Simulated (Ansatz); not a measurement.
Input and output of a relaxation of cell and atoms for Cu (Fm-3m, 1 atom in the cell) (Ansatz, a quantum-chemistry and plane-wave program).

Method: PBE (plane waves, PAW; Ansatz).

```
Cu
1.0
    0.00000     1.77655     1.77655
    1.77655     0.00000     1.77655
    1.77655     1.77655     0.00000
Cu
1
Direct
  0.00000   0.00000   0.00000
```

Reference input (self-consistent single point, DFT, PBE, plane waves, default PAW files): kpoints.mp_grid.grid = 21 21 21; hamiltonian.xc = pbe; hamiltonian.pseudopotentials = {kind: paw} (the program's default PAW files); scf.occupations.method = fermi_dirac; scf.occupations.width = 0.1 eV. This run's input differs from it in these lines:

```diff
@@ -18,2 +18,4 @@
     width: 0.1
+relax:
+  cell: {}
 output:
```

Output, abridged:

```
   [... SCF lines of the steps left out ...]
relax step   1: F+E_penalty+E_count = -6625.15568610 eV  Δ(F+E_penalty+E_count) = +0.000e0 eV  max|allowed force component| = 0.000e0 eV/Å  Δτ_max = 0.0000 Å  P = +10.584 GPa  Ω = 11.214 Å³  (6 SCF iters, dr2 threshold 1.00e-7 eV, accepted)
relax step   2: F+E_penalty+E_count = -6625.17185029 eV  Δ(F+E_penalty+E_count) = -1.616e-2 eV  max|allowed force component| = 0.000e0 eV/Å  Δτ_max = 0.0000 Å  P = +5.357 GPa  Ω = 11.548 Å³  energy of the carried Pulay correction = -2.990e-4 eV  (6 [...]
relax step   3: F+E_penalty+E_count = -6625.17810567 eV  Δ(F+E_penalty+E_count) = -6.255e-3 eV  max|allowed force component| = 0.000e0 eV/Å  Δτ_max = 0.0000 Å  P = +0.577 GPa  Ω = 11.912 Å³  energy of the carried Pulay correction = -6.147e-4 eV  (6 [...]
relax step   4: F+E_penalty+E_count = -6625.17815384 eV  Δ(F+E_penalty+E_count) = -4.817e-5 eV  max|allowed force component| = 0.000e0 eV/Å  Δτ_max = 0.0000 Å  P = +0.038 GPa  Ω = 11.957 Å³  energy of the carried Pulay correction = -6.535e-4 eV  (6 [...]
relax step   5: F+E_penalty+E_count = -6625.17862866 eV  Δ(F+E_penalty+E_count) = -4.748e-4 eV  max|allowed force component| = 0.000e0 eV/Å  Δτ_max = 0.0000 Å  P = -0.029 GPa  Ω = 11.957 Å³  stress off target by 2.87e-2 GPa  SCF on the basis [...]
basis re-selected at this cell: Δ(F+E_penalty+E_count) = -4.748e-4 eV, ΔP = -0.066 GPa vs the last step
Free energy (F): -6625.178629 eV
Internal energy: -6625.167563 eV  (E = F + TS)
E sigma→0 (E₀):  -6625.173096 eV
Entropy (-TS):   -0.011066 eV (-11.066 meV/atom)
Fermi energy:    16.535151 eV
--- Forces (eV/Å), atoms counted from 1 ---
  atom   1  Cu    -0.00000000     0.00000000    -0.00000000
--- Stress (GPa, compression-positive) ---
       -0.028704       0.000000       0.000000
        0.000000      -0.028704       0.000000
        0.000000       0.000000      -0.028704
  P = ⅓ Tr σ = -0.0287 GPa (-0.287 kbar)
   [... lines left out ...]
to start a new deck from the relaxed geometry:
  cell:  # Å, volume = 11.9571 Å³
    - [9.593630155686227e-35, 1.8149551049468389, 1.8149551049468389]
    - [1.8149551049468389, -7.563442861329391e-35, 1.8149551049468389]
    - [1.8149551049468389, 1.8149551049468389, 2.189417670384825e-35]
  atoms:
    - { symbol: Cu, position: [0.0, 0.0, 0.0] }
```

The run converged. 

Summary of the result:
- Free energy E − TS (on the zero of these files) = -6625.1786 eV
- Fermi level (on the code's own zero) = 16.54 eV
- Pressure = -0.03 GPa
- Final cell = a = b = c = 2.567 Å, α = β = γ = 60.00°
- Final volume per atom = 11.96 Å³
- Relaxation steps = 5

The starting cell comes from a database of computed structures (which also holds hypothetical and non-ambient phases and stackings), without a prior relaxation at this level. Its lattice was rescaled by a random factor within 2.5 % of one. Spin polarisation is off. The relaxation keeps the symmetry of its start, so its end need not be a minimum. Ansatz's pressure includes its estimate of the finite-basis (Pulay) stress.

Cost on one core of a shared machine: roughly 30 s.

Keys are those of Ansatz 0.2.
